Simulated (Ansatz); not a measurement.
The reference is Ti in the hcp (Mg type) structure (space group P6_3/mmc, No. 194; a = 2.9016 Å, c = 4.5930 Å; relaxed with 0.1 eV smearing). Axes: x lies along a and z along c of the hexagonal cell.

Calculations: plane-wave PAW DFT at the PBEsol level (Ansatz, a first-principles code, 420 eV), scalar-relativistic without spin-orbit coupling.

Modification: a pure shear with ε_xz = ε_zx = 0.0200, atoms relaxed at fixed cell.

Task: How does this affect the stress?

Result: The stress (xx, yy, zz, yz, xz, xy; compression positive) amounts to (0.1, -0.1, 0.1, 0.0, -1.5, 0.0) GPa.

The cells carry an imposed strain or load. No phonon test of stability was made. All final runs are without spin polarisation.
